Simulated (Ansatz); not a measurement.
The starting structures come from a database of crystals and need not be the phases stable at ambient conditions.

Data:

```xyz
20
Lattice="5.5559 0.0000 0.0000 2.4328 7.9037 0.0000 0.0000 0.0000 4.9040" Properties=species:S:1:pos:R:3 pbc="T T T"
Li     4.5850     4.7825     0.0520
Li     3.4036     3.1212     2.5040
Li     6.2870     7.8500     2.4569
Li     1.7016     0.0537     0.0049
H      6.6001     3.4808     1.7973
H      1.3886     4.4229     4.2493
H      0.9213     2.4462     3.0135
H      7.0674     5.4575     0.5615
S      3.5551     6.2558     2.4392
S      4.4336     1.6479     4.8912
O      3.9301     4.9130     1.8998
O      4.0585     2.9908     4.3518
O      6.5272     4.7280     0.1814
O      1.4614     3.1757     2.6334
O      3.5288     0.6165     4.2964
O      4.4598     7.2872     1.8444
O      3.7388     6.2463     3.9217
O      4.2498     1.6574     1.4697
O      2.1469     6.5490     2.0827
O      5.8417     1.3547     4.5347
```

The cell is taken as given; by r2SCAN it stands under a pressure of -3.7 GPa.

Transport runs along the normal of the first two printed cell vectors.

No gap correction and no spin-orbit coupling; mid-gap is the computed energy nearest the middle.

**Question.** Give the band gap and the smallest decay constant κ at mid-gap that r2SCAN (Ansatz, a quantum-chemistry and plane-wave program) yields.

**Answer.** Gap 6.20 eV on a 6×4×6 mesh; κ = 0.520 1/Å, at the zone centre.
